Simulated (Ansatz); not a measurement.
One base run on BaCaHfSnO₆ (F-43m, 10 atoms in the cell) and variants with one or two settings moved

```
CELL_PARAMETERS angstrom
      0.00000     4.11711     4.11711
      4.11711     0.00000     4.11711
      4.11711     4.11711     0.00000
ATOMIC_POSITIONS crystal
  Ba 0.25000 0.25000 0.25000
  Ca 0.75000 0.75000 0.75000
  Hf 0.00000 0.00000 0.00000
  Sn 0.50000 0.50000 0.50000
  O  0.75016 0.24984 0.24984
  O  0.75016 0.24984 0.75016
  O  0.24984 0.75016 0.75016
  O  0.24984 0.75016 0.24984
  O  0.75016 0.75016 0.24984
  O  0.24984 0.24984 0.75016
```

Base run A: PBE0, default PAW files made with PBE in Ansatz (an electronic-structure program), self-consistent single point.

Its settings: basis.ecutwfc = 420 eV; kpoints.mp_grid.grid = 3 3 3; hamiltonian.xc = pbe0; hamiltonian.pseudopotentials = {kind: paw} (the program's default PAW files); scf.occupations.method = fixed.

The starting cell comes from a database of computed structures (which also holds hypothetical and non-ambient phases and stackings), without a prior relaxation at this level. Its lattice was rescaled by a random factor within 2.5 % of one. Spin-orbit coupling is off. Ansatz's pressure includes its estimate of the finite-basis (Pulay) stress.

ΔF is the free energy per atom less that of run A. A dash stands where there is no value to compare (another energy zero or no entropy term, no result, no spin, no clean gap, or a mesh too coarse for one). Total energies depend on the potentials, the functional and any Hubbard or dispersion term, so they are compared only between runs that share all of them.

Run A gave: pressure (GPa) -2.16; largest force (eV/Å) 0.427; gap on the mesh (eV) 6.143.

Runs:
- B: hamiltonian.xc: pbe0 → pbesol [PBEsol]
- C: hamiltonian.xc: pbe0 → hse06 [HSE06]
- D: scf.convergence.dr2_threshold: default (1e-07 eV) → 1e-12 eV
- E: scf.mixing.algorithm: default (the program chose MSR1) → anderson; scf.mixing.beta: default → 0.05
- F: scf.mixing.preconditioner: default (the program chose none) → kerker; scf.mixing.q_tf: default → 1.5

### Question
What does run B change against A?

### Answer
The pressure goes from -2.16 to -2.73 GPa, the largest force goes from 0.427 to 0.169 eV/Å and the gap on the mesh goes from 6.143 to 3.686 eV.

```
run  ΔF (meV/atom)  pressure (GPa)  largest force (eV/Å)  gap on the mesh (eV)
---  -------------  --------------  --------------------  --------------------
A             0.00           -2.16                 0.427                 6.143
B                –           -2.73                 0.169                 3.686
C                –           -2.14                 0.418                 5.405
D             0.00           -2.16                 0.427                 6.143
E             0.00           -2.16                 0.427                 6.143
F             0.00           -2.16                 0.427                 6.143
```

Keys are those of Ansatz 0.2.
